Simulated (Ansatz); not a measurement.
We consider CoSn (P6/mmm, No. 191), described by PBE in Ansatz (plane waves, PAW).

Run with plane-wave cutoff 520 eV, 12×12×16 k mesh (along the axes of the cell as run), Fermi–Dirac smearing 0.039 eV (set by the program), no spin polarisation, scalar-relativistic PAW data made under PBE.

Computed at the level's own relaxed cell.

Hill averages of the elastic tensor: K = 127.7 GPa, G = 72.3 GPa. Volume 17.128 Å³/atom, mean atomic mass 88.822 u.

### Question
Work out the density, the sound velocities of a polycrystal and the elastic Debye temperature, and Pugh's ratio at this level.

### Answer
ρ = 1.66054 × 88.822/17.128 = 8.611 g/cm³. v_l = √[(K + 4G/3)/ρ] = 5.101 km/s and v_t = √(G/ρ) = 2.898 km/s. The mean follows from 3/v_m³ = 1/v_l³ + 2/v_t³: v_m = 3.222 km/s. Θ_D = (ħ/k_B) v_m (6π²/V)^(1/3) = 76.38 K Å s/km × 3.222 × 1.5121 Å⁻¹ = 372 K, counting all atoms of the cell. K/G = 1.77, to be set beside Pugh's rough bound of 1.75 between brittle and ductile metals.

Ansatz is an electronic-structure program.
